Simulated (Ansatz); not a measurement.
**Hypothetical Fddd MoSi2: response to strain**

The reference is MoSi$_{2}$ (space group Fddd, No. 70; a = 4.607 Å, b = 8.057 Å, c = 8.762 Å; a hypothetical phase, not in the database extracts checked). Axes: x, y, z lie along a, b, c of the conventional cell.

Strains are applied to the cell and any free atomic positions relax; under biaxial strain the out-of-plane vector relaxes too.

Levels (all Ansatz, a first-principles code, PAW): PBE (420 eV, without spin-orbit coupling); PBEsol (420 eV, no spin-orbit coupling).

The base cell above is that of PBE; each level relaxes its own structures.

Notes on the quantities. pressure: mean of the normal stresses, compression positive.

```json
[
 {"case": "biaxial strain −0.54 %, plane normal [001], relaxed out of plane", "pressure, PBE": "1.0 GPa", "pressure, PBEsol": "1.1 GPa"},
 {"case": "biaxial strain +0.65 %, plane normal [001], relaxed out of plane", "pressure, PBE": "-1.1 GPa", "pressure, PBEsol": "___"},
 {"case": "isotropic strain +1.02 %", "pressure, PBE": "-5.8 GPa", "pressure, PBEsol": "-6.3 GPa"},
 {"case": "uniaxial strain ε_xx = +4.72 %", "pressure, PBE": "-8.4 GPa", "pressure, PBEsol": "___"}
]
```

Complete the table.


- biaxial strain +0.65 %, plane normal [001], relaxed out of plane, pressure, PBEsol: -1.3 GPa
- uniaxial strain ε_xx = +4.72 %, pressure, PBEsol: -9.0 GPa

The two levels differ by at most about 0.7 GPa. They put the cases in the same order.

Without a gap, meshes like the base's 13×13×13 leave anisotropic stresses uncertain by several tenths of a GPa, and small strain energies with them. No phonon test of stability was made. All final runs are without spin polarisation.
